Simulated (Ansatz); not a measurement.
Partial pair distribution functions of a relaxed model of amorphous Ca$_{24}$Al$_{28}$O$_{64}$, broadened by 0.06 Å; density 2.90 g/cm³. Method: PBE, scalar-relativistic without spin-orbit coupling (plane waves to 420 eV, PAW; Ansatz, a quantum-chemistry and plane-wave program).

It comes from a melt-quench run on a machine-learned potential (CHGNet), relaxed afterwards by DFT. O atoms were pushed apart under 1.9 Å during the dynamics, to hinder bonds among them. The hot cell started wider than the set density and was brought back towards it in steps. It is the lowest in DFT energy of 3 quenches. It is a model cell: composition and starting density were chosen by hand, and all elements were melted together. No dispersion term was used. Its density started from a set value of 3.19 and ended at 2.90 g/cm³. The simulated quench (nominally 230 K/ps over its main leg) is rapid and tends to freeze in more defects than a deposited or slowly cooled glass has. A cell of this size samples the disorder only roughly. Volume and shape were free in the relaxation.

| r (Å) | g Ca-O | g Al-O | g Ca-Ca | g Al-Al |
|---|---|---|---|---|
| 1.50 | 0.00 | 0.00 | 0.00 | 0.00 |
| 1.60 | 0.00 | 0.26 | 0.00 | 0.00 |
| 1.70 | 0.00 | 5.67 | 0.00 | 0.00 |
| 1.80 | 0.00 | 12.57 | 0.00 | 0.00 |
| 1.90 | 0.00 | 5.04 | 0.00 | 0.00 |
| 2.00 | 0.00 | 1.19 | 0.00 | 0.00 |
| 2.10 | 0.22 | 0.19 | 0.00 | 0.00 |
| 2.20 | 2.01 | 0.01 | 0.00 | 0.00 |
| 2.30 | 4.69 | 0.00 | 0.00 | 0.00 |
| 2.40 | 4.55 | 0.00 | 0.00 | 0.00 |
| 2.50 | 2.72 | 0.01 | 0.00 | 0.08 |
| 2.60 | 1.67 | 0.11 | 0.00 | 0.74 |
| 2.70 | 1.02 | 0.10 | 0.00 | 1.16 |
| 2.80 | 0.78 | 0.11 | 0.00 | 1.07 |
| 2.90 | 0.71 | 0.07 | 0.00 | 1.76 |
| 3.00 | 0.62 | 0.13 | 0.03 | 3.24 |
| 3.10 | 0.55 | 0.36 | 0.55 | 3.01 |
| 3.20 | 0.50 | 0.52 | 2.34 | 1.81 |
| 3.30 | 0.60 | 0.54 | 2.49 | 1.41 |
| 3.40 | 0.61 | 0.69 | 1.29 | 1.29 |
| 3.50 | 0.65 | 1.02 | 1.97 | 1.10 |
| 3.60 | 0.43 | 1.14 | 2.13 | 0.59 |
| 3.70 | 0.46 | 1.18 | 1.35 | 0.20 |
| 3.80 | 0.67 | 1.08 | 0.80 | 0.09 |
| 3.90 | 0.78 | 1.13 | 0.89 | 0.14 |
| 4.00 | 0.88 | 1.11 | 1.45 | 0.16 |
| 4.10 | 0.95 | 1.23 | 1.42 | 0.37 |
| 4.20 | 1.11 | 1.09 | 1.42 | 0.53 |
| 4.30 | 1.47 | 1.26 | 0.97 | 0.25 |
| 4.40 | 1.31 | 1.46 | 0.72 | 0.51 |
| 4.50 | 1.27 | 1.55 | 0.68 | 0.53 |
| 4.60 | 1.25 | 1.63 | 0.36 | 0.53 |
| 4.70 | 1.27 | 1.19 | 0.40 | 0.81 |
| 4.80 | 1.25 | 1.11 | 0.84 | 0.91 |
| 4.90 | 1.36 | 1.06 | 0.58 | 0.92 |
| 5.00 | 1.51 | 0.90 | 0.86 | 0.99 |
| 5.10 | 1.22 | 0.61 | 1.09 | 1.38 |
| 5.20 | 1.08 | 0.68 | 0.75 | 1.24 |
| 5.30 | 1.19 | 0.79 | 0.46 | 1.41 |
| 5.40 | 0.94 | 0.85 | 0.65 | 1.86 |
| 5.50 | 0.79 | 0.77 | 0.92 | 1.58 |
| 5.60 | 0.71 | 0.77 | 1.17 | 1.41 |
| 5.70 | 0.84 | 0.87 | 1.32 | 1.46 |

Within 3.12 Å each Ca has 6.08 O neighbours on average.
